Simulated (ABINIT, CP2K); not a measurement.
A CP2K input for a self-consistent single point of RbNO3 (R32, 5 atoms in the cell) (DFT PBEsol, GPW, DZVP-MOLOPT-SR-GTH basis, GTH-PBE potentials (GTH_POTENTIALS)):

```
&GLOBAL
  PROJECT calc
  RUN_TYPE ENERGY_FORCE
  PRINT_LEVEL LOW
&END GLOBAL
&FORCE_EVAL
  METHOD Quickstep
  STRESS_TENSOR ANALYTICAL
  &DFT
    BASIS_SET_FILE_NAME BASIS_MOLOPT
    POTENTIAL_FILE_NAME GTH_POTENTIALS
    &QS
      METHOD GPW
      EPS_DEFAULT 1E-10
    &END QS
    &MGRID
      CUTOFF 500
      REL_CUTOFF 50
      NGRIDS 5
    &END MGRID
    &SCF
      SCF_GUESS ATOMIC
      EPS_SCF 1E-6
      MAX_SCF 100
      ADDED_MOS 6
      &DIAGONALIZATION
        ALGORITHM STANDARD
      &END DIAGONALIZATION
      &MIXING
        METHOD BROYDEN_MIXING
        ALPHA 0.2
        NBUFFER 8
        BETA 1
      &END MIXING
    &END SCF
    &KPOINTS
      SCHEME MONKHORST-PACK 5 5 5
    &END KPOINTS
    &XC
      &XC_FUNCTIONAL
        &PBE
          PARAMETRIZATION PBESOL
        &END PBE
      &END XC_FUNCTIONAL
    &END XC
    &PRINT
      &MO
        EIGENVALUES T
        OCCUPATION_NUMBERS T
        NDIGITS 8
        FILENAME mo
        &EACH
          QS_SCF 0
        &END EACH
        ADD_LAST NUMERIC
      &END MO
      &MULLIKEN OFF
      &END MULLIKEN
    &END PRINT
  &END DFT
  &SUBSYS
    &CELL
      A 4.75701300 0.00000000 0.00000000
      B 0.68669000 4.70718900 0.00000000
      C 0.68669200 0.59378500 4.66958800
      PERIODIC XYZ
    &END CELL
    &COORD
      Rb       3.06519750     2.65048700     2.33479400
      N        0.00000000     0.00000000     0.00000000
      O        0.68669041     3.85747491     0.96460613
      O        1.52750635     0.47112564     3.70498187
      O        3.91619824     0.97237345     0.00000000
    &END COORD
    &KIND Rb
      BASIS_SET DZVP-MOLOPT-SR-GTH-q9
      POTENTIAL GTH-PBE-q9
    &END KIND
    &KIND N
      BASIS_SET DZVP-MOLOPT-SR-GTH-q5
      POTENTIAL GTH-PBE-q5
    &END KIND
    &KIND O
      BASIS_SET DZVP-MOLOPT-SR-GTH-q6
      POTENTIAL GTH-PBE-q6
    &END KIND
  &END SUBSYS
  &PRINT
    &FORCES ON
    &END FORCES
    &STRESS_TENSOR ON
    &END STRESS_TENSOR
  &END PRINT
&END FORCE_EVAL
```

Question: Give the ABINIT input for the same structure, mesh, smearing and functional.

Answer: One input that does it (others would too):

```
# RbNO3, PseudoDojo nc-sr-04 PBEsol standard
pp_dirpath "./"
pseudos "Rb.upf, N.upf, O.upf"
acell 8.9894515226 8.9894515226 8.9894515226
rprim
         0.6540820289    0.3776343583    0.6554151287
        -0.6540820289    0.3776343583    0.6554151287
         0.0000000000   -0.7552689482    0.6554149952
natom 5
ntypat 3
znucl 37 7 8
typat 1 2 3 3 3
xcart
         0.0000000000   -0.0000005510    4.6767270000
         0.0000000000    0.0000000000    0.0000000000
        -2.4687326867    0.6831463262    3.1178180805
         0.6427439523   -2.4795589359    3.1178177079
         1.8259887344    1.7964115078    3.1178182117
      Angstrom
ecut 84 Ry
occopt 1
nband 18
kptopt 1
ngkpt 5 5 5
nshiftk 1
shiftk 0 0 0
nstep 50
tolvrs 1.0e-10
diemac 4
prtwf 0
prtden 0
```

Basis settings and potentials, where a program has them, do not carry over. This input uses DFT, PBEsol, plane waves, norm-conserving pseudopotentials (PseudoDojo nc-sr-04 PBEsol standard).

The starting cell comes from a database of computed structures (which also holds hypothetical and non-ambient phases and stackings), without a prior relaxation at this level. Its lattice was rescaled by a random factor within 2.5 % of one.
